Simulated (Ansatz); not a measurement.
MgS (model structure, started from the GeS type, Fm-3m, No. 225, 8 atoms in the cell) was calculated with PBE in Ansatz (plane waves, PAW).

Run with plane-wave cutoff 520 eV, 6×16×14 k mesh (along the axes of the cell as run), Fermi–Dirac smearing 0.05 eV, scalar-relativistic PAW data made under PBE.

Cell (relaxed at this level):

MgS is taken in the cubic space group Fm-3m (No. 225), the rock salt structure, Pearson symbol cF8. Lattice parameters: a = 5.230 Å, b = 5.230 Å, c = 5.230 Å, α = 90.00°, β = 90.00°, γ = 90.00°. Mg on 4a is coordinated by 6 S at 2.615 Å (octahedral). S on 4b is coordinated by 6 Mg at 2.615 Å (octahedral). (Neighbours: up to the widest gap in distance over summed covalent radii, below 1.35, at either atom; cation-cation and far metal-metal contacts left out.)

Q: Give the computed band gap and bulk modulus.

A: 
* **band gap**: 2.76 eV (on the SCF k mesh)
* **bulk modulus**: 74.1 GPa

Note: the bulk modulus is −V dP/dV from two relaxed cells at ±2 % in volume.

Computed values are for the static lattice.

A model structure was made by putting elements into a prototype or built by hand; here it ended with the formula and space group of a phase in our tables.

Ansatz is a quantum-chemistry and plane-wave program.
